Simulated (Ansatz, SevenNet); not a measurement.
# L1₀ (CuAu-type) CuAu: properties by level of theory

Reference values: lattice constant a 2.8 Å (measured, temperature not stated, no zero-point or thermal correction; as tabulated in Nepal et al. (2019), arXiv:1905.09348); lattice parameter c 3.67 Å (measured, temperature not stated, no zero-point or thermal correction; as tabulated in Mehl et al. (2016), arXiv:1607.02532).

| level (code) | lattice parameter a (Å) | c axis length (Å) |
|---|---|---|
| SevenNet-l3i5 | 2.869 | (withheld) |
| PBE-D4 (Ansatz) | 2.827 | 3.617 |
| PBEsol-D3(BJ) (Ansatz) | 2.784 | 3.530 |
| r²SCAN (Ansatz) | 2.847 | 3.586 |
| r²SCAN+SOC (Ansatz) | 2.827 | 3.614 |

Q: What belongs in the gaps?

A: 
- SevenNet-l3i5, c axis length (Å): 3.646

Differences from the reference values (errors of the level alone only where the reference is corrected to a static lattice):

```
level          lattice constant a (%)  lattice parameter c (%)
-------------  ----------------------  -----------------------
SevenNet-l3i5                   +2.46                    -0.65
PBE-D4                          +0.96                    -1.44
PBEsol-D3(BJ)                   -0.57                    -3.81
r²SCAN                          +1.68                    -2.29
r²SCAN+SOC                      +0.96                    -1.53
```

Nearest: lattice constant a, not ranked (reference at room or unstated temperature); lattice parameter c, not ranked (reference at room or unstated temperature).

Machine-learned potentials (SevenNet-l3i5) are trained on DFT data: a solid inside that data is no test of them.

Ansatz's density-functional and Hartree–Fock values are scalar-relativistic unless marked +SOC, with PAW data made under PBE.

Differences are worked out from the printed values.

The computed numbers hold no vibrational or temperature effects.

Ansatz is a first-principles code.
